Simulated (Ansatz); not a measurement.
Be3N2 (P6₃/mmc, No. 194, 10 atoms in the cell; start mp-6977; a measured phase of this formula has another space group), treated with r²SCAN (Ansatz, a first-principles code, plane waves, PAW).

Run with plane-wave cutoff 560 eV, 12×12×4 k mesh (along the axes of the cell as run), Fermi–Dirac smearing 0.01 eV, scalar-relativistic PAW data made under PBE.

Cell (relaxed with PBEsol):

```yaml
crystal:
  lattice:
    - [2.83723, 0.00000, 0.00000]
    - [-1.41862, 2.45711, 0.00000]
    - [0.00000, 0.00000, 9.70981]
  atoms:
    - { symbol: Be, position: [0.33333, 0.66667, 0.07824] }
    - { symbol: Be, position: [0.66667, 0.33333, 0.92176] }
    - { symbol: Be, position: [0.66667, 0.33333, 0.57824] }
    - { symbol: Be, position: [0.33333, 0.66667, 0.42176] }
    - { symbol: Be, position: [0.00000, 0.00000, 0.25000] }
    - { symbol: Be, position: [0.00000, 0.00000, 0.75000] }
    - { symbol: N, position: [0.00000, 0.00000, 0.00000] }
    - { symbol: N, position: [0.00000, 0.00000, 0.50000] }
    - { symbol: N, position: [0.33333, 0.66667, 0.25000] }
    - { symbol: N, position: [0.66667, 0.33333, 0.75000] }
```

**Question.** Estimate the band gap, smallest direct gap on the k points sampled and Γ–Γ gap that the calculation returns.

**Answer.** 
band gap: 4.03 eV (indirect)
smallest direct gap on the k points sampled: 5.45 eV
Γ–Γ gap: 6.94 eV

Note: cell and atoms aren't relaxed at this level (pressure 0.2 GPa).

Computed values are for the static lattice.

Computing time: about 26 core-seconds (a rough figure).

A start named mp-… is a Materials Project structure, which need not be a measured phase.
